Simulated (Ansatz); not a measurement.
# CdSe: pressure series

Base system: CdSe in the wurtzite structure (space group P6_3mc, No. 186; a = 4.2475 Å, c = 6.9410 Å).

Cell and atoms are relaxed at each pressure.

Method: LDA/PAW in Ansatz (a program for electronic structure), no spin-orbit coupling.

| change | width of the top valence band | lattice parameter a | electron mass |
|---|---|---|---|
| base | 1.88 eV | 4.248 Å | 0.047 mₑ (at Γ) |
| pressure −2 GPa | 1.75 eV | 4.303 Å | 0.041 mₑ (at Γ) |
| pressure −1 GPa | 1.82 eV | 4.274 Å | 0.044 mₑ (at Γ) |
| pressure 0.9 GPa | 1.93 eV | 4.226 Å | 0.049 mₑ (at Γ) |
| pressure 2.1 GPa | 1.99 eV | 4.199 Å | 0.052 mₑ (at Γ) |
| pressure 4.5 GPa | 2.11 eV | 4.151 Å | 0.057 mₑ (at Γ) |
| pressure 9 GPa | 2.30 eV | 4.074 Å | 0.064 mₑ (at Γ) |
| pressure 15 GPa | 2.52 eV | 3.982 Å | – |
| pressure 22.5 GPa | 2.94 eV | 3.831 Å | 0.069 mₑ (at Γ) |
| pressure 30 GPa | 3.30 eV | 3.638 Å | – |

The levels and masses belong to the bands next to the band gap. Load acts through the strain it causes; cell and atoms are relaxed under it. Masses are band curvatures over ±0.01 Å⁻¹ around the edge. Stability against distortions was not tested. Measured, CdSe leaves this structure (for rock salt) near 2.72 GPa (temperature not stated; as listed in Datta, Sujoy, Jana, Debnarayan, arXiv (2020)), on rising pressure, with hysteresis.
